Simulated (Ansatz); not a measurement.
# A computed series for ZrGe: response to strain

The parent structure is ZrGe (space group Pnma, No. 62; a cell from a computed database, its experimental status unchecked).

```yaml
crystal:
  lattice:
    - [7.10244, 0.00000, 0.00000]
    - [0.00000, 3.91529, 0.00000]
    - [0.00000, 0.00000, 5.40939]
  atoms:
    - { symbol: Zr, position: [0.17728, 0.25000, 0.63133] }
    - { symbol: Zr, position: [0.82272, 0.75000, 0.36867] }
    - { symbol: Zr, position: [0.32272, 0.75000, 0.13133] }
    - { symbol: Zr, position: [0.67728, 0.25000, 0.86867] }
    - { symbol: Ge, position: [0.04760, 0.25000, 0.15279] }
    - { symbol: Ge, position: [0.95240, 0.75000, 0.84721] }
    - { symbol: Ge, position: [0.45240, 0.75000, 0.65279] }
    - { symbol: Ge, position: [0.54760, 0.25000, 0.34721] }
```

Cartesian axes are those of the cell as printed.

Strains are applied to the cell and any free atomic positions relax; under biaxial strain the out-of-plane vector relaxes too; under stress the whole cell relaxes.

Computed with r2SCAN (Ansatz, an electronic-structure program, PAW, without spin-orbit coupling), earlier PAW set.

Notes on the quantities. pressure: mean of the normal stresses, compression positive.

```csv
case,pressure,space group,shortest interatomic distance
base,0.0 GPa,Pnma (No. 62),2.650 Å
"biaxial strain −1.40 %, plane normal [001], relaxed out of plane",2.8 GPa,Pnma (No. 62),2.622 Å
"biaxial strain −0.86 %, plane normal [001], relaxed out of plane",…,Pnma (No. 62),…
"biaxial strain −0.76 %, plane normal [001], relaxed out of plane",1.5 GPa,Pnma (No. 62),2.635 Å
"biaxial strain +1.46 %, plane normal [001], relaxed out of plane",-2.5 GPa,Pnma (No. 62),2.678 Å
uniaxial strain ε_xx = −0.58 %,0.8 GPa,Pnma (No. 62),2.647 Å
uniaxial strain ε_xx = +0.63 %,-0.8 GPa,Pnma (No. 62),2.654 Å
tensor shear ε_yz = +3.98 %,0.8 GPa,P2_1/c (No. 14),2.541 Å
"uniaxial stress, 5 GPa tension along z",–,Pnma (No. 62),2.662 Å
"uniaxial stress, 1 GPa compression along z",–,Pnma (No. 62),2.648 Å
```

### Question
Complete the table.

### Answer

- biaxial strain −0.86 %, plane normal [001], relaxed out of plane, pressure: 1.7 GPa
- biaxial strain −0.86 %, plane normal [001], relaxed out of plane, shortest interatomic distance: 2.633 Å

Without a gap, meshes like the base's 7×12×9 leave anisotropic stresses uncertain by several tenths of a GPa, and small strain energies with them. Beyond what the load breaks, stability against distortions was not tested. The final runs are not spin-polarised.
